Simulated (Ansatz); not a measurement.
Start from Zr in the hcp (Mg type) structure (space group P6_3/mmc, No. 194; a = 3.182 Å, c = 5.124 Å; relaxed with 0.1 eV smearing).

Structures relaxed with PBEsol (Ansatz, a program for electronic structure, PAW, scalar-relativistic without spin-orbit coupling).

Base:

Simulated powder pattern, Mo Kα, λ = 0.71073 Å (kinematic, ideal powder, no thermal factors, no anomalous dispersion; the 14 strongest lines at most, above 2 %, up to 2θ = 40°):

| 2θ (°) | I/Imax (%) | hkl |
|---|---|---|
| 14.82 | 23 | (100) |
| 15.95 | 26 | (002) |
| 16.84 | 100 | (101) |
| 21.83 | 16 | (102) |
| 25.81 | 20 | (110) |
| 28.34 | 23 | (103) |
| 29.89 | 3.2 | (200) |
| 30.48 | 24 | (112) |
| 30.98 | 17 | (201) |
| 32.21 | 3.4 | (004) |
| 34.05 | 4.2 | (202) |
| 35.63 | 3.7 | (104) |
| 38.70 | 8.4 | (203) |
| 39.89 | 2.5 | (210) |

Now apply this change: every lattice vector is shortened by 3.00 %; the atoms relax in the strained cell.

After the change:

Simulated powder pattern, Mo Kα, λ = 0.71073 Å (kinematic, ideal powder, no thermal factors, no anomalous dispersion; the 14 strongest lines at most, above 2 %, up to 2θ = 40°):

```json
[
 {"2θ (°)": "15.28", "d (Å)": "2.673", "I/Imax (%)": "23", "hkl": "(100)"},
 {"2θ (°)": "16.44", "d (Å)": "2.485", "I/Imax (%)": "26", "hkl": "(002)"},
 {"2θ (°)": "17.36", "d (Å)": "2.354", "I/Imax (%)": "100", "hkl": "(101)"},
 {"2θ (°)": "22.52", "d (Å)": "1.820", "I/Imax (%)": "16", "hkl": "(102)"},
 {"2θ (°)": "26.62", "d (Å)": "1.544", "I/Imax (%)": "20", "hkl": "(110)"},
 {"2θ (°)": "29.23", "d (Å)": "1.408", "I/Imax (%)": "22", "hkl": "(103)"},
 {"2θ (°)": "30.83", "d (Å)": "1.337", "I/Imax (%)": "3.1", "hkl": "(200)"},
 {"2θ (°)": "31.45", "d (Å)": "1.311", "I/Imax (%)": "24", "hkl": "(112)"},
 {"2θ (°)": "31.96", "d (Å)": "1.291", "I/Imax (%)": "17", "hkl": "(201)"},
 {"2θ (°)": "33.24", "d (Å)": "1.242", "I/Imax (%)": "3.3", "hkl": "(004)"},
 {"2θ (°)": "35.14", "d (Å)": "1.177", "I/Imax (%)": "4.2", "hkl": "(202)"},
 {"2θ (°)": "36.77", "d (Å)": "1.127", "I/Imax (%)": "3.6", "hkl": "(104)"},
 {"2θ (°)": "39.95", "d (Å)": "1.040", "I/Imax (%)": "8.2", "hkl": "(203)"}
]
```

The indices refer to the base's conventional cell; one index is shown for lines that coincide.

Stability against distortions was not tested. The final runs are not spin-polarised.
